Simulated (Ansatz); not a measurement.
System: Be₃N₂ (Ia-3, No. 206). Method: r²SCAN in Ansatz (plane waves, PAW).

Numerical settings: plane-wave cutoff 500 eV, 8×8×8 k mesh, Fermi–Dirac smearing 0.05 eV, scalar-relativistic PAW data made under PBE.

Cell (relaxed at this level):

```cif
data_Be24N16
_chemical_formula_sum 'Be24 N16'
_space_group_name_H-M_alt 'P 1'
_space_group_IT_number 1
_cell_length_a 7.02711
_cell_length_b 7.02711
_cell_length_c 7.02711
_cell_angle_alpha 109.471
_cell_angle_beta 109.471
_cell_angle_gamma 109.471
loop_
_space_group_symop_operation_xyz
  'x, y, z'
loop_
_atom_site_label
_atom_site_type_symbol
_atom_site_fract_x
_atom_site_fract_y
_atom_site_fract_z
_atom_site_occupancy
Be1 Be 0.52594 0.76630 0.53171 1
Be2 Be 0.73459 0.99423 0.96829 1
Be3 Be 0.97406 0.50577 0.24036 1
Be4 Be 0.76541 0.73370 0.25964 1
Be5 Be 0.53171 0.52594 0.76630 1
Be6 Be 0.25964 0.76541 0.73370 1
Be7 Be 0.96829 0.73459 0.99423 1
Be8 Be 0.24036 0.97406 0.50577 1
Be9 Be 0.76630 0.53171 0.52594 1
Be10 Be 0.73370 0.25964 0.76541 1
Be11 Be 0.99423 0.96829 0.73459 1
Be12 Be 0.50577 0.24036 0.97406 1
Be13 Be 0.47406 0.23370 0.46829 1
Be14 Be 0.26541 0.00577 0.03171 1
Be15 Be 0.02594 0.49423 0.75964 1
Be16 Be 0.23459 0.26630 0.74036 1
Be17 Be 0.46829 0.47406 0.23370 1
Be18 Be 0.74036 0.23459 0.26630 1
Be19 Be 0.03171 0.26541 0.00577 1
Be20 Be 0.75964 0.02594 0.49423 1
Be21 Be 0.23370 0.46829 0.47406 1
Be22 Be 0.26630 0.74036 0.23459 1
Be23 Be 0.00577 0.03171 0.26541 1
Be24 Be 0.49423 0.75964 0.02594 1
N1 N 0.25000 0.22898 0.97898 1
N2 N 0.75000 0.27102 0.52102 1
N3 N 0.97898 0.25000 0.22898 1
N4 N 0.52102 0.75000 0.27102 1
N5 N 0.22898 0.97898 0.25000 1
N6 N 0.27102 0.52102 0.75000 1
N7 N 0.75000 0.77102 0.02102 1
N8 N 0.25000 0.72898 0.47898 1
N9 N 0.02102 0.75000 0.77102 1
N10 N 0.47898 0.25000 0.72898 1
N11 N 0.77102 0.02102 0.75000 1
N12 N 0.72898 0.47898 0.25000 1
N13 N 0.50000 0.50000 0.50000 1
N14 N 0.50000 0.00000 0.00000 1
N15 N 0.00000 0.50000 0.00000 1
N16 N 0.00000 0.00000 0.50000 1
```

Problem. Predict the band gap.

Solution. 
* **band gap**: 3.99 eV (on the SCF k mesh)

Computed values are for the static lattice.

Ansatz is an electronic-structure program.
